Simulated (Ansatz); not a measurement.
Cost and result by functional for the adsorption energy of NH3 on the 1x1 (10-10) surface of wurtzite ZnO (cut with top plane O + Zn), one in a 2x1 cell, started at the site 'top Zn', in Ansatz (plane waves, PAW). Single points on the PBE structure, on one kind of machine; costs are rough ratios of the slab run's core time (references not counted) to the cheapest single point. r2SCAN's cost holds its higher cutoff (500 against 420 eV). Differences are taken against HSE06 for comparison alone: no measured value is at hand, so the table doesn't rank accuracy. HSE06 ran on a coarser k-mesh, which lowers its cost and may carry part of its shift.

Host crystal: wurtzite ZnO, with a band gap (PBE, scalar-relativistic without spin-orbit coupling).

Set-up: 36 atoms, 9.4 Å thick at the start under the adsorbate (thin: gaps and levels are the slab's own); mesh 3x4x1; 0.01 eV smearing; dipole correction on; 16 atoms held, the rest relaxed; no symmetry held; no spin, no spin-orbit, no U, no dispersion correction. At the end it is bonded to Zn. In PBE it is, or lies within 0.03 eV of, the lowest of the starts that converged. These notes are the PBE run's. Adsorption energies are against NH3(g). A negative adsorption energy means that the adsorbate is more stable on the surface than in its reference.

```csv
functional,relative cost,adsorption energy (eV),less HSE06 (eV)
RPBE,1,-0.79,0.26
r2SCAN,2,-1.17,-0.12
HSE06,30,-1.05,0.00
PBE (the relaxed run's value),–,-1.03,0.02
```

The values span 0.39 eV, while the single points' costs differ by a factor of roughly 30. Differences are of unrounded values.

Ansatz is a program for electronic structure.
